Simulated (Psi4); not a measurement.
Psi4 1.11, B3LYP/def2-svp, scf_type pk: CO[SiH2][Si@@H](O)CF, 16 atoms. The geometry is a generated start, not checked to be a minimum at this level.

- task = energy
- method = b3lyp
- basis = def2-svp
- memory = 7 GB
- e_convergence = 1e-08
- d_convergence = 1e-07
- guess = auto, which took SAD (default)
- diis_max_vecs = 10 (default)
- scf_initial_accelerator = adiis (default)
- dft_radial_points = 75 (default)
- dft_spherical_points = 302 (default)
- basis functions = 151
- grid points = 341737

```xyz
16

C      3.1245     0.0443    -0.1469
O      1.7875     0.4582    -0.3848
Si     0.5602    -0.3505     0.4102
Si    -1.4837     0.6347    -0.1606
O     -1.5014     0.9888    -1.7953
C     -2.8040    -0.5391     0.3698
F     -2.6895    -0.7825     1.7060
H      3.3982     0.1713     0.9067
H      3.7875     0.6767    -0.7457
H      3.2796    -0.9955    -0.4569
H      0.5848    -1.7685    -0.0336
H      0.8158    -0.2896     1.8721
H     -1.6088     1.9381     0.5456
H     -0.7109     1.4434    -2.1350
H     -3.8030    -0.1296     0.1958
H     -2.7368    -1.5005    -0.1475
```

The reference run uses exact four-centre integrals (scf_type = pk). One run each, on a shared machine, so no times are given.

Settings tried, all else as in the reference:
- scf_type = direct, screening = csam (default), ints_tolerance = 1e-09
- scf_type = direct, screening = density, ints_tolerance = 1e-05
- scf_type = direct, screening = density, ints_tolerance = 1e-09
- scf_type = direct, screening = density, ints_tolerance = 1e-07
- scf_type = direct, screening = csam (default), ints_tolerance = 1e-07
- scf_type = direct, screening = csam (default), ints_tolerance = 1e-05

Problem. Which settings reproduce the reference to 1.0 meV/atom in energy?

Solution. Within it: scf_type = direct, screening = csam (default), ints_tolerance = 1e-09; scf_type = direct, screening = density, ints_tolerance = 1e-09; scf_type = direct, screening = density, ints_tolerance = 1e-07; scf_type = direct, screening = csam (default), ints_tolerance = 1e-07; scf_type = direct, screening = density, ints_tolerance = 1e-05; scf_type = direct, screening = csam (default), ints_tolerance = 1e-05. No setting lies outside.

```json
[
 {"setting": "scf_type = direct, screening = csam (default), ints_tolerance = 1e-09", "energy against the reference": "under 0.001 meV/atom"},
 {"setting": "scf_type = direct, screening = density, ints_tolerance = 1e-09", "energy against the reference": "under 0.001 meV/atom"},
 {"setting": "scf_type = direct, screening = density, ints_tolerance = 1e-07", "energy against the reference": "−0.0034 meV/atom"},
 {"setting": "scf_type = direct, screening = csam (default), ints_tolerance = 1e-07", "energy against the reference": "−0.0044 meV/atom"},
 {"setting": "scf_type = direct, screening = density, ints_tolerance = 1e-05", "energy against the reference": "−0.27 meV/atom"},
 {"setting": "scf_type = direct, screening = csam (default), ints_tolerance = 1e-05", "energy against the reference": "−0.48 meV/atom"}
]
```

Total energies are compared; such shifts often cancel in part in energy differences. The tolerance is a choice made for this comparison.
